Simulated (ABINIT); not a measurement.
A self-consistent single point of TiB2 (P6/mmm, 3 atoms in the cell) with ABINIT.

Computed with PBEsol, PAW (JTH v2.0 PBE PAW, files made for PBE) (plane waves; ABINIT 10.0.3).

```
CELL_PARAMETERS angstrom
      3.02593     0.00000     0.00000
     -1.51296     2.62053     0.00000
      0.00000     0.00000     3.22877
ATOMIC_POSITIONS crystal
  Ti 0.00000 0.00000 0.00000
  B  0.33333 0.66667 0.50000
  B  0.66667 0.33333 0.50000
```

Reference input (self-consistent single point, DFT, PBE, plane waves, PAW (JTH v2.0 PBE PAW)): pseudos = [Ti.GGA_PBE-JTH.xml, B.GGA_PBE-JTH.xml]; ecut = 30 Ha; pawecutdg = 60 Ha; pawxcdev = 0; occopt = 7; tsmear = 0.00499791 Ha; ngkpt = 8 8 7; nshiftk = 1; shiftk = 0 0 0; potentials = JTH v2.0 PBE PAW; nband = 14; kptopt = 1. This run's input differs from it in these lines:

```diff
@@ -21,2 +21,3 @@
 pawxcdev 0
+ixc -116133
 occopt 7
```

Output (repeated stretches shortened):

```
--- !BeginCycle
solver: {iscf: 17, nstep: 80, nline: 4, wfoptalg: 10, }
tolerances: {tolvrs: 1.00E-12, }
...

     iter   Etot(hartree)      deltaE(h)  residm     nres2
 ETOT  1  -62.110918101179    -6.211E+01 7.867E+00 2.075E+01
 ETOT  2  -64.441798099282    -2.331E+00 2.394E-01 8.341E+00
 ETOT  3  -64.425706397164     1.609E-02 4.879E-02 2.887E+00
 ETOT  4  -64.424729350991     9.770E-04 5.087E-02 8.795E-02
 ETOT  5  -64.425320661992    -5.913E-04 1.551E-02 3.003E-02
   [... 7 lines left out ...]
 ETOT 13  -64.425260890594    -4.249E-12 3.828E-04 3.465E-09
 ETOT 14  -64.425260890585     8.683E-12 2.569E-04 1.223E-10
 ETOT 15  -64.425260890586    -2.842E-14 3.008E-04 1.824E-11
 ETOT 16  -64.425260890585     1.279E-13 2.436E-04 9.032E-13
 At SCF step   16       nres2   =  9.03E-13 < tolvrs=  1.00E-12 =>converged.

 Cartesian components of stress tensor (hartree/bohr^3)
  sigma(1 1)=  8.92433850E-05  sigma(3 2)=  0.00000000E+00
  sigma(2 2)=  8.92433845E-05  sigma(3 1)=  0.00000000E+00
  sigma(3 3)=  2.34581650E-04  sigma(2 1)= -9.28007798E-14

 ----iterations are completed or convergence reached----

 reduced coordinates (array xred) for    3 atoms
       0.000000000000      0.000000000000      0.000000000000
       0.333333333333      0.666666666667      0.500000000000
       0.666666666667      0.333333333333      0.500000000000
 cartesian forces (eV/Angstrom) at end:
    1      0.00000000000000    -0.00000000000000    -0.00000000000000
    2     -0.00000000000000    -0.00000000000000    -0.00000000000000
   [... lines left out ...]
 Fermi (or HOMO) energy (eV) =   9.98748   Average Vxc (eV)= -12.51072
   [... lines left out ...]
'-kT*entropy'       : -1.60044777933232E-05
total_energy        : -6.44252609340796E+01
total_energy_eV     : -1.75310050555790E+03
...

-Cartesian components of stress tensor (GPa)         [Pressure= -4.0510E+00 GPa]
- sigma(1 1)=  2.62563059E+00  sigma(3 2)=  0.00000000E+00
- sigma(2 2)=  2.62563058E+00  sigma(3 1)=  0.00000000E+00
- sigma(3 3)=  6.90162927E+00  sigma(2 1)= -2.73029275E-09

 Calculation completed.
```

The run converged in 16 iterations. Against the reference run the pressure goes from 1.07 to -4.05 GPa.

The starting cell comes from a database of computed structures (which also holds hypothetical and non-ambient phases and stackings), without a prior relaxation at this level. Spin polarisation is off. The potentials were made for another functional than the one used. With a pressure of about -4 GPa the cell is away from its equilibrium volume at this level.

Cost on one core of a shared machine: roughly 30 s.
